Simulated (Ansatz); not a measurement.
Reference: GaP (F-43m), HSE06, rigid bands (plane waves, PAW, scalar-relativistic; Ansatz, a program for electronic structure); axes and stresses refer to this cell.

```
GaP
1.0
    0.00000     2.71923     2.71923
    2.71923     0.00000     2.71923
    2.71923     2.71923     0.00000
Ga P
1 1
Direct
  0.00000   0.00000   0.00000
  0.25000   0.25000   0.25000
```

* **Seebeck coefficient, n-type 1e19 cm⁻³**: -329 μV/K
* **hole conductivity mass**: 0.41 mₑ
* **Seebeck coefficient, p-type 1e19 cm⁻³**: 336 μV/K

**Question.** Change: biaxial stress in (111) of -5.6 GPa (compression positive). What happens to Seebeck coefficient, n-type 1e19 cm⁻³, hole conductivity mass, Seebeck coefficient, p-type 1e19 cm⁻³?

**Answer.** Seebeck coefficient, n-type 1e19 cm⁻³ falls in size to -159 μV/K; hole conductivity mass decreases to 0.31 mₑ; Seebeck coefficient, p-type 1e19 cm⁻³ drops to 213 μV/K.

Masses are for dilute carriers at 300 K, harmonic means over directions unless an axis is named. Seebeck coefficients are for the stated density at 300 K, with one relaxation time for all states and whether or not that doping can be reached. Spin-orbit coupling is left out unless a row names it. Stresses and pressures are the targets of the relaxation.  The structure type is held under load, also where the real crystal would transform.
